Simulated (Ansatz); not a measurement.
Hypothetical rock salt BN, thickness series

The reference is BN in the rock salt structure (space group Fm-3m, No. 225; a hypothetical phase, not in the database extracts checked).

```xyz
2
Lattice="0.0000 1.7414 1.7414 1.7414 0.0000 1.7414 1.7414 1.7414 0.0000" Properties=species:S:1:pos:R:3 pbc="T T T"
N      0.0000     0.0000     0.0000
B      1.7414     1.7414     1.7414
```

Cartesian axes are those of the cell as printed.

Free-standing slabs (2 atom(s) a layer) normal to the z axis with 15 Å of vacuum; in-plane cell held at bulk.

Calculations: Kohn–Sham DFT with the PBEsol functional, run in Ansatz (a first-principles code) with PAW and 420 eV plane waves, no SOC.

Notes on the quantities. layer's space group: with vacuum; band gap: an upper bound: an edge found on the path is not a true extremum; the base alone; excess energy per area of both faces: slab less bulk energy over the cell's area: twice a surface energy; uncertain by up to 0.3 J/m².

```json
[
 {"variant": "base", "layer's space group": "–", "band gap": "1.29 eV", "excess energy per area of both faces": "–", "thickness between the outermost nuclei": "–", "shortest interatomic distance": "3.291 bohr"},
 {"variant": "1 layer", "layer's space group": "P4/mmm (No. 123)", "band gap": "zero", "excess energy per area of both faces": "–", "thickness between the outermost nuclei": "–", "shortest interatomic distance": "3.291 bohr"},
 {"variant": "2 layers", "layer's space group": "P4/nmm (No. 129)", "band gap": "0.32 eV", "excess energy per area of both faces": "0.70 J/m²", "thickness between the outermost nuclei": "1.74 Å", "shortest interatomic distance": "2.969 bohr"},
 {"variant": "3 layers", "layer's space group": "P4/mmm (No. 123)", "band gap": "zero", "excess energy per area of both faces": "1.4 J/m²", "thickness between the outermost nuclei": "3.48 Å", "shortest interatomic distance": "3.060 bohr"},
 {"variant": "4 layers", "layer's space group": "P4/nmm (No. 129)", "band gap": "0.23 eV", "excess energy per area of both faces": "…", "thickness between the outermost nuclei": "5.41 Å", "shortest interatomic distance": "…"},
 {"variant": "5 layers", "layer's space group": "P4/mmm (No. 123)", "band gap": "0.14 eV", "excess energy per area of both faces": "1.2 J/m²", "thickness between the outermost nuclei": "6.98 Å", "shortest interatomic distance": "3.010 bohr"},
 {"variant": "6 layers", "layer's space group": "P4/nmm (No. 129)", "band gap": "0.20 eV", "excess energy per area of both faces": "0.88 J/m²", "thickness between the outermost nuclei": "8.99 Å", "shortest interatomic distance": "2.970 bohr"},
 {"variant": "7 layers", "layer's space group": "P4/mmm (No. 123)", "band gap": "0.21 eV", "excess energy per area of both faces": "1.06 J/m²", "thickness between the outermost nuclei": "10.53 Å", "shortest interatomic distance": "2.990 bohr"}
]
```

Question: Complete the table.

Answer: 
- 4 layers, excess energy per area of both faces: 0.84 J/m²
- 4 layers, shortest interatomic distance: 2.965 bohr

Slab and bulk use different k-meshes, which limits the precision of the excess energy. Stability against distortions was not tested. All final runs are without spin polarisation. The zero or small gap of BN can change with the level of theory.
